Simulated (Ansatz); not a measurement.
Ansatz (a program for electronic structure) run on K2Pd (P4mm, 3 atoms in the cell): self-consistent single point.

Level of theory: PBEsol, default PAW files made with PBE (plane waves; Ansatz).

The change in words: lattice scaled by 0.98; basis.ecutwfc: 420 eV → 505 eV. Reference geometry:
```xyz
3
Lattice="5.6841 0.0000 0.0000 0.0000 5.6841 0.0000 0.0000 0.0000 3.6763" Properties=species:S:1:pos:R:3 pbc="T T T"
K      0.0000     2.8420     1.8382
K      2.8420     0.0000     1.8382
Pd     0.0000     0.0000     0.0500
```

Reference input (self-consistent single point, DFT, PBEsol, plane waves, default PAW files made with PBE): basis.ecutwfc = 420 eV; kpoints.mp_grid.grid = 6 6 9; hamiltonian.xc = pbesol; hamiltonian.pseudopotentials = {kind: paw} (the program's default PAW files); scf.occupations.method = fermi_dirac; scf.occupations.width = 0.1 eV. This run's input differs from it in these lines:

Ansatz 0.2 input:
```diff
@@ -3,5 +3,5 @@
   lattice:
-    - [5.684091, 0.000000, 0.000000]
-    - [0.000000, 5.684091, 0.000000]
-    - [0.000000, 0.000000, 3.676316]
+    - [5.570409, 0.000000, 0.000000]
+    - [0.000000, 5.570409, 0.000000]
+    - [0.000000, 0.000000, 3.602790]
   atoms:
@@ -11,3 +11,3 @@
 basis:
-  ecutwfc: 420.0
+  ecutwfc: 505.0
 kpoints:
```

Log, with long lists cut:

```
SCF iter   1: F=—  HF=-9938.035325 eV  |F-HF|=—  |Δ(HF+E_count)|=         —  Δρ=5.17e-3  dr2=4.49e-2  ethr=1.77e-3  ⟨swp⟩=5.5  Hψ=4968  notcnv=0
all-band conjugate gradients solve this SCF's bands
preconditioner: auto → LDOS
SCF iter   2: F=—  HF=-9938.043160 eV  |F-HF|=—  |Δ(HF+E_count)|=   7.83e-3  Δρ=7.98e-3  dr2=8.38e-2  ethr=1.25e-4  ⟨swp⟩=2.0  Hψ=2521  notcnv=0
SCF iter   3: F=—  HF=-9938.029411 eV  |F-HF|=—  |Δ(HF+E_count)|=   1.37e-2  Δρ=1.72e-3  dr2=3.94e-3  ethr=1.25e-4  ⟨swp⟩=2.0  Hψ=2104  notcnv=0
SCF iter   4: F=—  HF=-9938.028758 eV  |F-HF|=—  |Δ(HF+E_count)|=   6.53e-4  Δρ=1.72e-4  dr2=3.48e-5  ethr=1.09e-5  ⟨swp⟩=2.0  Hψ=1564  notcnv=0
SCF iter   5: F=—  HF=-9938.028748 eV  |F-HF|=—  |Δ(HF+E_count)|=   9.54e-6  Δρ=3.12e-5  dr2=1.36e-6  ethr=9.68e-8  ⟨swp⟩=2.5  Hψ=1978  notcnv=0
SCF iter   6: F=-9938.028749 eV  HF=-9938.028749 eV  |F-HF|=4.06e-8  |Δ(HF+E_count)|=   6.39e-7  Δρ=7.37e-6  dr2=9.42e-8  ethr=2.78e-10  ⟨swp⟩=3.2  Hψ=4472  notcnv=0
SCF 1 converged in 6 iterations: F = -9938.028749 eV  dr2 = 9.42e-8
Free energy (F): -9938.028749 eV
Internal energy: -9937.982875 eV  (E = F + TS)
E sigma→0 (E₀):  -9938.005812 eV
Entropy (-TS):   -0.045874 eV (-15.291 meV/atom)
Fermi energy:    5.245622 eV
--- Forces (eV/Å), atoms counted from 1 ---
  atom   1  K      0.00000000     0.00000000     0.02402468
  atom   2  K      0.00000000     0.00000000     0.02402468
  atom   3  Pd    -0.00000000     0.00000000    -0.04814959
--- Stress (GPa, compression-positive) ---
       -0.044147      -0.000000      -0.000000
       -0.000000      -0.044147      -0.000000
       -0.000000      -0.000000      -0.983043
  P = ⅓ Tr σ = -0.3571 GPa (-3.571 kbar)
  The stress holds the Pulay correction. Without it, at fixed plane waves, as pw.x and ABINIT print it: P = -0.3607 GPa
```

The run converged in 6 iterations. Against the reference run the free energy falls by 10.6 meV/atom, the pressure goes from -0.99 to -0.36 GPa and the largest force goes from 0.040 to 0.048 eV/Å.

The starting cell comes from a database of computed structures (which also holds hypothetical and non-ambient phases and stackings), without a prior relaxation at this level. Its lattice was rescaled by up to half a per cent. One atom was moved a little off its site on purpose. For this run, on top of that: lattice scaled by 0.98. Spin polarisation is off. Ansatz's pressure includes its estimate of the finite-basis (Pulay) stress.
